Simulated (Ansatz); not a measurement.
**ZnSnN2 (model structure, started from the MgZrN2 type, I4₁/amd, No. 141, 8 atoms in the cell): lattice parameter a by level of theory**

No measured value is used here.

```csv
level (code),value (Å)
LDA (Ansatz),4.356
PBE (Ansatz),4.429
PBEsol (Ansatz),4.392
PBE-D3(BJ) (Ansatz),4.410
r²SCAN (Ansatz),4.388
```

Cutoffs differ between the levels. Ansatz's density-functional and Hartree–Fock values are scalar-relativistic unless marked +SOC, with PAW data made under PBE.

A model structure was made by putting elements into a prototype or built by hand; it is no filed structure, need not be a known phase, and can be a saddle point held by its symmetry.

Ansatz is a first-principles code.
